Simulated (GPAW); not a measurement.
GPAW run on AgCl (Fm-3m, 2 atoms in the cell): self-consistent single point.

Level of theory: LDA (Perdew-Wang 92), GPAW PAW datasets LDA (gpaw-data 1.0.1) (plane waves; GPAW 25.7.0).

```
CELL_PARAMETERS angstrom
      0.00000     2.75631     2.75631
      2.75631     0.00000     2.75631
      2.75631     2.75631     0.00000
ATOMIC_POSITIONS crystal
  Ag 0.00000 0.00000 0.00000
  Cl 0.50000 0.50000 0.50000
```

Reference input (self-consistent single point, DFT LDA (Perdew-Wang 92), plane waves, GPAW PAW datasets LDA (gpaw-data 1.0.1)): mode = pw; ecut = 550 eV; xc = LDA; kpts = 7 7 7; mesh shift (steps) = 0.5 0.5 0.5; occupations.name = fermi-dirac; occupations.width = 0.02 eV; nbands = -4; convergence.forces = 0.001 eV/Å; convergence.bands = -2; symmetry.symmorphic = false; symmetry.tolerance = 0.0005. This run's input differs from it in these lines:

```diff
@@ -1,3 +1,2 @@
 from ase import Atoms
-from ase.dft.kpoints import monkhorst_pack
 from ase.units import GPa
@@ -15,3 +14,3 @@
             xc='LDA',
-            kpts=monkhorst_pack((7, 7, 7)) + [0.5 / 7, 0.5 / 7, 0.5 / 7],
+            kpts=(14, 14, 14),
             occupations={'name': 'fermi-dirac', 'width': 0.02},
```

Output (repeated stretches shortened):

```
     iter     time        total  log10-change:
                         energy   eigst   dens  force
iter:   1 --:--:--    -6.973460   +0.42
iter:   2 --:--:--    -6.960741   -0.68  -1.61
iter:   3 --:--:--    -6.858015   -1.62  -1.64
iter:   4 --:--:--    -6.857231   -2.71  -1.91
iter:   5 --:--:--    -6.860403c  -2.80  -1.92
iter:   6 --:--:--    -6.852257c  -3.40  -2.53
iter:   7 --:--:--    -6.849974c  -3.49  -2.81
iter:   8 --:--:--    -6.849614c  -3.61  -3.15
iter:   9 --:--:--    -6.849630c  -3.97  -3.36
iter:  10 --:--:--    -6.849521c  -4.27  -3.49
iter:  11 --:--:--    -6.849521c  -4.60  -4.70c
iter:  12 --:--:--    -6.849521c  -4.51  -4.82c
iter:  13 --:--:--    -6.849521c  -4.74  -4.82c
iter:  14 --:--:--    -6.849521c  -5.02  -4.61c
iter:  15 --:--:--    -6.849521c  -5.37  -4.95c
   [... 4 lines left out ...]
iter:  20 --:--:--    -6.849521c  -6.39  -5.09c
iter:  21 --:--:--    -6.849521c  -6.67  -5.38c
iter:  22 --:--:--    -6.849521c  -6.95  -5.54c
iter:  23 --:--:--    -6.849521c  -7.38  -5.55c
iter:  24 --:--:--    -6.849521c  -7.59c -5.64c
iter:  25 --:--:--    -6.849521c  -7.82c -5.67c -29.07c
Converged after 25 iterations.

Dipole moment: (-0.000000, -0.000000, -0.000000) |e|*Ang

Energy contributions relative to reference atoms: (reference = -156983.661887)

Kinetic:         +5.792574
Potential:       -5.889691
External:        +0.000000
XC:              -6.772097
Entropy (-ST):   -0.000000
Local:           +0.019693
SIC:             +0.000000
--------------------------
Free energy:     -6.849521
Extrapolated:    -6.849521

Showing only first 2 kpts
 Kpt  Band  Eigenvalues  Occupancy
  0    10      1.79236    2.00000
  0    11      2.00346    2.00000
  0    12      4.83340    0.00000
  0    13     14.04285    0.00000

  1    10      1.73527    2.00000
  1    11      1.73527    2.00000
  1    12      4.64197    0.00000
  1    13     14.33755    0.00000

Fermi level: 4.32284

Gap: 0.693 eV
Transition (v -> c):
   [... lines left out ...]
Direct/indirect transitions are different
Direct gap: 2.814 eV
Transition at: (s=0, k=5, n=11, [0.11, 0.04, 0.04])
Energy (eV): -6.849521

Forces in eV/Ang:
  0 Ag    0.00000   -0.00000   -0.00000
  1 Cl    0.00000   -0.00000   -0.00000

Stress tensor:
     0.029996     0.000000     0.000000
     0.000000     0.029996     0.000000
     0.000000     0.000000     0.029996
Stress (GPa, Voigt): [4.8058 4.8058 4.8058 0.     0.     0.    ]
```

The run converged in 25 iterations. GPAW prints stress with tension positive. Against the reference run the free energy hardly moves (within 1 meV/atom), the pressure moves little (-4.80 to -4.81 GPa) and the gap on the mesh goes from 0.880 to 0.693 eV.

The starting cell comes from a database of computed structures (which also holds hypothetical and non-ambient phases and stackings), without a prior relaxation at this level. Its lattice was rescaled by a random factor within 2.5 % of one. With a pressure of about -5 GPa the cell is away from its equilibrium volume at this level.

Cost on one core of a shared machine: roughly 6 min.
